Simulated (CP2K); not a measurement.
## A self-consistent single point of MnBr2 (P-3m1, 3 atoms in the cell) with CP2K

Method: PBEsol, GPW, DZVP-MOLOPT-SR-GTH basis, GTH-PBE potentials (GTH_POTENTIALS) (CP2K).

Input as run:

```
&GLOBAL
  PROJECT scf
  RUN_TYPE ENERGY_FORCE
  PRINT_LEVEL MEDIUM
&END GLOBAL
&FORCE_EVAL
  METHOD Quickstep
  STRESS_TENSOR ANALYTICAL
  &DFT
    BASIS_SET_FILE_NAME BASIS_MOLOPT
    POTENTIAL_FILE_NAME GTH_POTENTIALS
    UKS T
    MULTIPLICITY 6
    &QS
      METHOD GPW
      EPS_DEFAULT 1E-10
    &END QS
    &MGRID
      CUTOFF 600
      REL_CUTOFF 50
      NGRIDS 5
    &END MGRID
    &SCF
      SCF_GUESS ATOMIC
      EPS_SCF 1E-6
      MAX_SCF 100
      ADDED_MOS 9 9
      &DIAGONALIZATION
        ALGORITHM STANDARD
      &END DIAGONALIZATION
      &MIXING
        METHOD BROYDEN_MIXING
        ALPHA 0.2
        NBUFFER 12
        BETA 1.5
      &END MIXING
      &SMEAR ON
        METHOD FERMI_DIRAC
        ELECTRONIC_TEMPERATURE [K] 580.23
      &END SMEAR
    &END SCF
    &KPOINTS
      SCHEME MONKHORST-PACK 6 6 3
      GAMMA_CENTERED T
    &END KPOINTS
    &XC
      &XC_FUNCTIONAL
        &PBE
          PARAMETRIZATION PBESOL
        &END PBE
      &END XC_FUNCTIONAL
    &END XC
    &PRINT
      &MO
        EIGENVALUES T
        OCCUPATION_NUMBERS T
        NDIGITS 8
        FILENAME mo
        &EACH
          QS_SCF 0
        &END EACH
        ADD_LAST NUMERIC
      &END MO
      &MULLIKEN ON
      &END MULLIKEN
    &END PRINT
  &END DFT
  &SUBSYS
    &CELL
      A 3.90936000 0.00000000 0.00000000
      B -1.95468000 3.38560500 0.00000000
      C 0.00000000 0.00000000 6.54696800
      PERIODIC XYZ
    &END CELL
    &COORD
      SCALED
      Mn       0.00000000     0.00000000     0.00000000
      Br       0.33333300     0.66666700     0.23213000
      Br       0.66666700     0.33333300     0.76787000
    &END COORD
    &KIND Mn
      BASIS_SET DZVP-MOLOPT-SR-GTH
      POTENTIAL GTH-PBE-q15
      MAGNETIZATION 4
    &END KIND
    &KIND Br
      BASIS_SET DZVP-MOLOPT-SR-GTH
      POTENTIAL GTH-PBE-q7
    &END KIND
  &END SUBSYS
  &PRINT
    &FORCES ON
    &END FORCES
    &STRESS_TENSOR ON
    &END STRESS_TENSOR
  &END PRINT
&END FORCE_EVAL
```

Output, abridged:

```
 GLOBAL| Method name                                                        CP2K
 GLOBAL| Project name                                                        scf
 GLOBAL| Run type                                                   ENERGY_FORCE

 CELL| Volume [angstrom^3]:                                            86.652714
 CELL| Vector a [angstrom]:       3.909     0.000     0.000   |a| =     3.909360
 CELL| Vector b [angstrom]:      -1.955     3.386     0.000   |b| =     3.909360
 CELL| Vector c [angstrom]:       0.000     0.000     6.547   |c| =     6.546968
 CELL| Angle (b,c), alpha [degree]:                                    90.000000
 CELL| Angle (a,c), beta  [degree]:                                    90.000000
 CELL| Angle (a,b), gamma [degree]:                                   120.000001
 CELL| Numerically orthorhombic:                                              NO
 CELL| Periodicity                                                           XYZ

 *** WARNING in qs_environment.F:2234 :: Kpoints: Different number of MOs   ***
 *** requested. The number of beta MOs will be set to the number alpha MOs. ***

 DFT| Spin unrestricted (spin-polarized) Kohn-Sham calculation               UKS
 DFT| Multiplicity                                                             6
 DFT| Number of spin states                                                    2
 DFT| Charge                                                                   0
 DFT| XC density smoothing                                                  NONE
 DFT| XC derivatives                                                          PW

 QS| Method:                                                                 GPW
 QS| Density plane wave grid type                        NON-SPHERICAL FULLSPACE
 QS| Number of grid levels:                                                    5
   [... lines left out ...]
 *******************************************************************************

 Extrapolation method: initial_guess

 Spin 1
 Re-scaling the density matrix to get the right number of electrons for spin 1
                  # Electrons              Trace(P)               Scaling factor
                           17                16.500                        1.030

 Spin 2
 Re-scaling the density matrix to get the right number of electrons for spin 2
                  # Electrons              Trace(P)               Scaling factor
                           12                12.500                        0.960

 Spin 1

 Number of electrons:                                                         17
 Number of occupied orbitals:                                                 17
 Number of molecular orbitals:                                                26

 Spin 2

 Number of electrons:                                                         12
 Number of occupied orbitals:                                                 12
 Number of molecular orbitals:                                                26

 Number of orbital functions:                                                 52
 Number of independent orbital functions:                                     52
 SCF WAVEFUNCTION OPTIMIZATION

  Step     Update method      Time    Convergence         Total energy    Change
     1 NoMix/Diag. 0.20E+00      -     0.91905904      -130.7623528173 -1.31E+02
     2 Broy./Diag. 0.20E+00      -     0.00834315      -130.9091542424 -1.47E-01
     3 Broy./Diag. 0.20E+00      -     0.04241306      -130.7956641370  1.13E-01
     4 Broy./Diag. 0.20E+00      -     0.01249943      -130.6362122463  1.59E-01
     5 Broy./Diag. 0.20E+00      -     0.00917917      -131.0236726017 -3.87E-01
     6 Broy./Diag. 0.20E+00      -     0.00465455      -130.9048607825  1.19E-01
     7 Broy./Diag. 0.20E+00      -     0.00434984      -130.8041019837  1.01E-01
   [... 20 lines left out ...]
    28 Broy./Diag. 0.20E+00      -     0.00000217      -130.8153524447  1.53E-05
    29 Broy./Diag. 0.20E+00      -     0.00000262      -130.8153106657  4.18E-05
    30 Broy./Diag. 0.20E+00      -     0.00000529      -130.8153669022 -5.62E-05
    31 Broy./Diag. 0.20E+00      -     0.00000236      -130.8154687516 -1.02E-04
    32 Broy./Diag. 0.20E+00      -     0.00000053      -130.8154006989  6.81E-05
  *** SCF run converged in    32 steps ***

  Electronic density on regular grids:        -28.9999999921        0.0000000079
  Core density on regular grids:               28.9999999974       -0.0000000026
  Total charge density on r-space grids:        0.0000000053
  Total charge density g-space grids:           0.0000000053

  Overlap energy of the core charge distribution:               0.00000000000001
  Self energy of the core charge distribution:               -229.18462891130369
  Core Hamiltonian energy:                                     60.55415597395043
  Hartree energy:                                              54.49127324368234
  Exchange-correlation energy:                                -16.67620100515458
  Electronic entropic energy:                                  -0.00000000003632
  Fermi energy:                                                 0.12315601286501

  Total energy:                                              -130.81540069886182
  Total energy (extrapolated to T->0):                       -130.81540069884366

  Integrated spin density:                                          4.9999999917
  Integrated absolute spin density:                                 5.0000071437

                     Mulliken Population Analysis

 #  Atom  Element  Kind  Atomic population (alpha,beta) Net charge  Spin moment
       1     Mn       1         9.626587     4.793269     0.580144     4.833318
       2     Br       2         3.686706     3.603365    -0.290072     0.083341
       3     Br       2         3.686706     3.603365    -0.290072     0.083341
 # Total charge and spin       17.000000    12.000000     0.000000     5.000000

 ENERGY| Total FORCE_EVAL ( QS ) energy [hartree]           -130.815383001592494

 FORCES| Atomic forces [hartree/bohr]
 FORCES|   Atom     x               y               z               |f|
 FORCES|      1 -5.08214649E-15  3.33596930E-11  7.25056626E-10   7.25823656E-10
 FORCES|      2  2.27921475E-07 -1.31934831E-07 -5.50828477E-03   5.50828477E-03
 FORCES|      3 -2.27921480E-07  1.31910375E-07  5.50828403E-03   5.50828403E-03
 FORCES| Sum    -9.83181137E-15  8.90380284E-12 -1.46208323E-11
 FORCES| Total atomic force                                       1.71186021E-11

 STRESS| Analytical stress tensor [bar]
 STRESS|                        x                   y                   z
 STRESS|      x       -2.26076608853E+04   7.88957917760E-01   2.80948594920E-01
 STRESS|      y        7.88957917760E-01  -2.26067401703E+04  -1.63534698222E-01
 STRESS|      z        2.80948594920E-01  -1.63534698222E-01  -1.97440007325E+04
 STRESS| 1/3 Trace                                            -2.16528005960E+04
```

The run converged in 32 iterations.

The starting cell comes from a database of computed structures (which also holds hypothetical and non-ambient phases and stackings), without a prior relaxation at this level. Its lattice was rescaled by a random factor within 2.5 % of one. With one magnetic atom in the cell only a parallel order is possible. Values carry the incompleteness of an atom-centred basis. The potentials were made for another functional than the one used.

Cost on one core of a shared machine: roughly 50 s.
